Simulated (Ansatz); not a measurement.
Worked example: relaxation of cell and atoms of YbZn (Pm-3m, 2 atoms in the cell) in Ansatz (a quantum-chemistry and plane-wave program).

Level of theory: PBEsol, default PAW files made with PBE (plane waves; Ansatz).

The change in words: atoms on their sites; relax: default → cell and atoms. Reference geometry:
```xyz
2
Lattice="3.5937 0.0000 0.0000 0.0000 3.5937 0.0000 0.0000 0.0000 3.5937" Properties=species:S:1:pos:R:3 pbc="T T T"
Yb     0.0000     0.0000     0.0500
Zn     1.7969     1.7969     1.7969
```

Reference input (self-consistent single point, DFT, PBEsol, plane waves, default PAW files made with PBE): basis.ecutwfc = 420 eV; kpoints.mp_grid.grid = 9 9 9; hamiltonian.xc = pbesol; hamiltonian.pseudopotentials = {kind: paw} (the program's default PAW files); scf.occupations.method = fermi_dirac; scf.occupations.width = 0.1 eV. This run's input differs from it in these lines:

```diff
@@ -7,3 +7,3 @@
   atoms:
-    - { symbol: Yb, position: [0.000000, 0.000000, 0.013913] }
+    - { symbol: Yb, position: [0.000000, 0.000000, 0.000000] }
     - { symbol: Zn, position: [0.500000, 0.500000, 0.500000] }
@@ -22,2 +22,4 @@
     width: 0.1 eV
+relax:
+  cell: {}
 output:
```

Log, with long lists cut:

```
   [... SCF lines of the steps left out ...]
relax step   1: F+E_penalty+E_count = -16958.05480739 eV  Δ(F+E_penalty+E_count) = +0.000e0 eV  max|allowed force component| = 2.501e-29 eV/Å  Δτ_max = 0.0000 Å  P = -3.072 GPa  Ω = 46.412 Å³  (8 SCF iters, dr2 threshold 1.00e-7 eV, accepted)
relax step   2: F+E_penalty+E_count = -16958.08864415 eV  Δ(F+E_penalty+E_count) = -3.384e-2 eV  max|allowed force component| = 1.749e-29 eV/Å  Δτ_max = 0.0000 Å  P = -0.091 GPa  Ω = 43.281 Å³  energy of the carried Pulay correction = +9.782e-4 eV  [...]
relax step   3: F+E_penalty+E_count = -16958.08869525 eV  Δ(F+E_penalty+E_count) = -5.110e-5 eV  max|allowed force component| = 1.216e-30 eV/Å  Δτ_max = 0.0000 Å  P = +0.012 GPa  Ω = 43.192 Å³  energy of the carried Pulay correction = +1.007e-3 eV  [...]
relax step   4: F+E_penalty+E_count = -16958.08779105 eV  Δ(F+E_penalty+E_count) = +9.042e-4 eV  max|allowed force component| = 6.935e-30 eV/Å  Δτ_max = 0.0000 Å  P = -0.000 GPa  Ω = 43.192 Å³  stress off target by 3.76e-4 GPa  SCF on the basis [...]
basis re-selected at this cell: Δ(F+E_penalty+E_count) = +9.042e-4 eV, ΔP = -0.012 GPa vs the last step
the relaxation is at rest under the 48 symmetry operations that the run kept from its start: a minimum is not shown …
Free energy (F): -16958.087791 eV
Internal energy: -16957.986170 eV  (E = F + TS)
E sigma→0 (E₀):  -16958.036980 eV
Entropy (-TS):   -0.101621 eV (-50.811 meV/atom)
Fermi energy:    12.615121 eV
--- Forces (eV/Å), atoms counted from 1 ---
  atom   1  Yb    -0.00000000     0.00000000     0.00000000
   [... lines left out ...]
to start a new deck from the relaxed geometry:
  cell:  # Å, volume = 43.1920 Å³
    - [3.5086037441699296, -1.2197556314452493e-33, 2.5679065925163143e-34]
    - [-1.2197556314452493e-33, 3.5086037441699296, 0.0]
    - [2.5679065925163143e-34, 0.0, 3.5086037441699296]
  atoms:
    - { symbol: Yb, position: [-3.349479730655204e-36, 1.3956165548560007e-37, 1.1164932435598582e-36] }
    - { symbol: Zn, position: [0.5, 0.5, 0.5] }
```

The run converged. 

Summary of the result:
* **Free energy E − TS (on the zero of these files)**: -16958.0878 eV
* **Fermi level (on the code's own zero)**: 12.62 eV
* **Pressure**: 0.00 GPa
* **Final cell**: a = b = c = 3.509 Å, α = β = γ = 90.00°
* **Final volume per atom**: 21.60 Å³
* **Relaxation steps**: 4

The starting cell comes from a database of computed structures (which also holds hypothetical and non-ambient phases and stackings), without a prior relaxation at this level. Its lattice was rescaled by up to half a per cent. Spin polarisation is off. The relaxation keeps the symmetry of its start, so its end need not be a minimum. Ansatz's pressure includes its estimate of the finite-basis (Pulay) stress.

Keys are those of Ansatz 0.2.
